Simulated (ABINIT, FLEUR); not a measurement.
An ABINIT input for a self-consistent single point of MnO2 (P4_2/mnm, 6 atoms in the cell) (DFT, PBE, plane waves, norm-conserving pseudopotentials (PseudoDojo nc-sr-05 PBE standard)):

```
# MnO2, PseudoDojo nc-sr-05 PBE standard
pp_dirpath "./"
pseudos "Mn.upf, O.upf"
acell 3*1.0 Angstrom
rprim
         4.3555360000    0.0000000000    0.0000000000
         0.0000000000    4.3555360000    0.0000000000
         0.0000000000    0.0000000000    2.8378360000
natom 6
ntypat 2
znucl 25 8
typat 1 1 2 2 2 2
xcart
         0.0000000000    0.0000000000    0.0000000000
         4.1153850830    4.1153850830    2.6813664133
         2.5097264390    2.5097264390    0.0000000000
         5.7210437269    5.7210437269    0.0000000000
         1.6056586440    6.6251115220    2.6813664133
         6.6251115220    1.6056586440    2.6813664133
ecut 48
nsppol 2
spinat
      0 0 4
      0 0 4
      0 0 0
      0 0 0
      0 0 0
      0 0 0
occopt 7
tsmear 0.272 eV
nband 40
kptopt 1
ngkpt 5 5 7
nshiftk 1
shiftk 0 0 0
nstep 50
tolvrs 1.0e-12
prtwf 0
prtden 0
enunit 2
```

Problem. Write the same calculation as an input for FLEUR.

Solution. This is the input that was run; spellings and numerical settings could be chosen otherwise.

Input of the input generator:

```
MnO2 crystal
&input film=f /
8.2307701659 0.0000000000 0.0000000000
0.0000000000 8.2307701659 0.0000000000
0.0000000000 0.0000000000 5.3627328266
1.0
1.0 1.0 1.0

6
25 0.0000000000 0.0000000000 -0.0000000000 : 4.00
25 0.5000000000 0.5000000000 0.5000000000 : 4.00
8 0.3049200000 0.3049200000 -0.0000000000 : 0.00
8 0.6950800000 0.6950800000 -0.0000000000 : 0.00
8 0.1950800000 0.8049200000 0.5000000000 : 0.00
8 0.8049200000 0.1950800000 0.5000000000 : 0.00

&comp jspins=2 /
&kpt div1=5 div2=5 div3=7 /
&end /
```

```xml
<?xml version="1.0" encoding="UTF-8" standalone="no"?>
<fleurInput fleurInputVersion="0.39">
   <comment>
      MnO2 crystal                                                                                        
   </comment>
   <calculationSetup>
      <cutoffs Kmax="4.7" Gmax="14.1" GmaxXC="14.1" numbands="0"/>
      <scfLoop itmax="100" minDistance="0.00001" maxIterBroyd="15" imix="Anderson" alpha="0.05" precondParam="0.0" spinf="2.0"/>
      <coreElectrons ctail="T" frcor="F" kcrel="0" coretail_lmax="0"/>
      <xcFunctional name="pbe" relativisticCorrections="F"/>
      <magnetism jspins="2"/>
      <soc l_soc="F" theta="0.0" phi="0.0" spav="F"/>
      <expertModes spex="0" secvar="F"/>
      <geometryOptimization l_f="T" forcealpha="1.0" forcemix="BFGS" epsdisp="0.00001" epsforce="0.00001"/>
      <ldaU l_linMix="F" mixParam="0.05" spinf="1.0"/>
   </calculationSetup>
   <cell>
      <bzIntegration valenceElectrons="54.0" mode="gauss" fermiSmearingEnergy="0.00999582">
         <kPointListSelection listName="default-1"/>
         <!-- k-points included here -->
         <xi:include xmlns:xi="http://www.w3.org/2001/XInclude" href="kpts.xml"> </xi:include>
      </bzIntegration>
      <!-- symmetry operations included here -->
      <xi:include xmlns:xi="http://www.w3.org/2001/XInclude" href="sym.xml"> </xi:include>
      <bulkLattice scale="1.0">
         <bravaisMatrix>
            <row-1>    8.2307701658999992     0.0000000000000000     0.0000000000000000</row-1>
            <row-2>    0.0000000000000000     8.2307701658999992     0.0000000000000000</row-2>
            <row-3>    0.0000000000000000     0.0000000000000000     5.3627328266000003</row-3>
         </bravaisMatrix>
      </bulkLattice>
   </cell>
   <atomSpecies>
      <species name="Manganese 4.000" element="Mn" atomicNumber="25">
         <mtSphere radius="2.14" gridPoints="737" logIncrement="0.016"/>
         <atomicCutoffs lmax="8" lnonsphr="6"/>
         <electronConfig flipSpins="F">
            <coreConfig>(1s1/2) (2s1/2) (2p1/2) (2p3/2)</coreConfig>
            <valenceConfig>(3s1/2) (3p1/2) (3p3/2) (4s1/2) (3d3/2) (3d5/2)</valenceConfig>
            <stateOccupation state="(3d3/2)" spinUp="1.5" spinDown="0.5"/>
            <stateOccupation state="(3d5/2)" spinUp="3.0" spinDown="0.0"/>
         </electronConfig>
         <energyParameters s="4" p="4" d="3" f="4"/>
         <lo type="SCLO" l="0" n="3" eDeriv="0"/>
         <lo type="SCLO" l="1" n="3" eDeriv="0"/>
      </species>
      <species name="Oxygen (O)" element="O" atomicNumber="8">
         <mtSphere radius="1.20" gridPoints="417" logIncrement="0.025"/>
         <atomicCutoffs lmax="6" lnonsphr="4"/>
         <electronConfig flipSpins="F">
            <coreConfig>(1s1/2)</coreConfig>
            <valenceConfig>(2s1/2) (2p1/2) (2p3/2)</valenceConfig>
            <stateOccupation state="(2p1/2)" spinUp="0.6666666667" spinDown="0.6666666667"/>
            <stateOccupation state="(2p3/2)" spinUp="1.333333333" spinDown="1.333333333"/>
         </electronConfig>
         <energyParameters s="2" p="2" d="3" f="4"/>
      </species>
   </atomSpecies>
   <atomGroups>
      <atomGroup species="Manganese 4.000">
         <relPos label="                   1">.0000000000 .0000000000 .0000000000</relPos>
         <relPos label="                   2">1.000/2.000 1.000/2.000 1.000/2.000</relPos>
         <force calculate="T" relaxXYZ="TTT"/>
      </atomGroup>
      <atomGroup species="Oxygen (O)">
         <relPos label="                   3">.3049200000 .3049200000 .0000000000</relPos>
         <relPos label="                   4">-.3049200000 -.3049200000 .0000000000</relPos>
         <relPos label="                   5">.1950800000 -.1950800000 1.000/2.000</relPos>
         <relPos label="                   6">-.1950800000 .1950800000 1.000/2.000</relPos>
         <force calculate="T" relaxXYZ="TTT"/>
      </atomGroup>
   </atomGroups>
   <output dos="F" band="F" slice="F">
      <checks vchk="F" cdinf="F"/>
      <bandDOS minEnergy="-.5*Htr" maxEnergy="0.5*Htr" sigma="0.015" storeEVData="T"/>
      <vacuumDOS vacdos="F" integ="F" star="F" nstars="0" locx1="0.0" locy1="0.0" locx2="0.0" locy2="0.0" nstm="0" tworkf="0.0"/>
      <unfoldingBand unfoldBand="F" supercellX="1" supercellY="1" supercellZ="1"/>
      <plotting iplot="0" polar="F">
         <plot TwoD="T" vec1="  1.0  0.0  0.0" vec2="  0.0  1.0  0.0" vec3="  0.0  0.0  1.0" zero="  0.0  0.0  0.0" file="plot"/>
      </plotting>
      <chargeDensitySlicing numkpt="0" minEigenval="0.0" maxEigenval="0.0" nnne="0" pallst="F"/>
      <specialOutput eonly="F"/>
      <magneticCircularDichroism mcd="F" energyLo="-10.0" energyUp="0.0"/>
   </output>
  <!-- We include the file relax.xml here to enable relaxations (see documentation) -->
  <xi:include xmlns:xi="http://www.w3.org/2001/XInclude" href="relax.xml"> <xi:fallback/> </xi:include>
</fleurInput>
```

Basis, cutoffs, solver keys and any potentials are the target program's own. This input uses DFT, PBE, all-electron FLAPW (FLEUR), scalar-relativistic valence.

The starting cell comes from a database of computed structures (which also holds hypothetical and non-ambient phases and stackings), without a prior relaxation at this level. Its lattice was rescaled by a random factor within 2.5 % of one. For this run, on top of that: lattice scaled by 0.98.
